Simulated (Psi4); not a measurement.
Psi4 1.11, CCSD(T)/def2-svp, cc_type df, scf_type df, freeze_core True: F[SiH2][GeH3], 8 atoms. The geometry is a generated start, not checked to be a minimum at this level.

```json
{
 "task": "energy",
 "basis": "def2-svp",
 "memory": "7 GB",
 "scf_type": "df",
 "freeze_core": "true",
 "guess": "auto, which took SAD (default)",
 "diis_max_vecs": "10 (default)",
 "scf_initial_accelerator": "adiis (default)",
 "e_convergence": "1e-08 (default)",
 "d_convergence": "1e-08 (default)",
 "basis functions (reference run)": "89"
}
```

```xyz
8

Si    -1.1819     0.0975     0.0846
F     -1.7809    -1.0113    -0.9151
Ge     1.1363    -0.0284    -0.0261
H     -1.7329    -0.2655     1.3848
H     -1.7285     1.3528    -0.4094
H      1.8126     1.3043     0.0734
H      1.7682    -0.8166     1.0787
H      1.7071    -0.6328    -1.2709
```

The reference run has method = ccsd(t), cc_type = df; it is not itself proven converged. Each setting ran once; only counts and results are compared.

Settings tried, all else as in the reference:
- method = dlpno-ccsd(t0), pno_convergence = tight
- method = dlpno-ccsd(t), pno_convergence = tight
- method = dlpno-ccsd(t0), pno_convergence = loose
- method = dlpno-ccsd(t0), pno_convergence = normal
- method = dlpno-ccsd(t), pno_convergence = loose
- method = dlpno-ccsd(t), pno_convergence = normal

Task: Sort the settings: which keep to the reference within 1.0 meV/atom in energy, and which don't?

Result: Within it: method = dlpno-ccsd(t), pno_convergence = tight. Outside: method = dlpno-ccsd(t0), pno_convergence = tight; method = dlpno-ccsd(t), pno_convergence = normal; method = dlpno-ccsd(t0), pno_convergence = normal; method = dlpno-ccsd(t), pno_convergence = loose; method = dlpno-ccsd(t0), pno_convergence = loose.

```csv
setting,energy against the reference
"method = dlpno-ccsd(t), pno_convergence = tight",+0.69 meV/atom
"method = dlpno-ccsd(t0), pno_convergence = tight",+1.8 meV/atom
"method = dlpno-ccsd(t), pno_convergence = normal",+2.2 meV/atom
"method = dlpno-ccsd(t0), pno_convergence = normal",+3.3 meV/atom
"method = dlpno-ccsd(t), pno_convergence = loose",+21 meV/atom
"method = dlpno-ccsd(t0), pno_convergence = loose",+21 meV/atom
```

Total energies are compared; such shifts often cancel in part in energy differences. (T0) leaves out the off-diagonal Fock couplings of the triples. The tolerance is a choice made for this comparison.
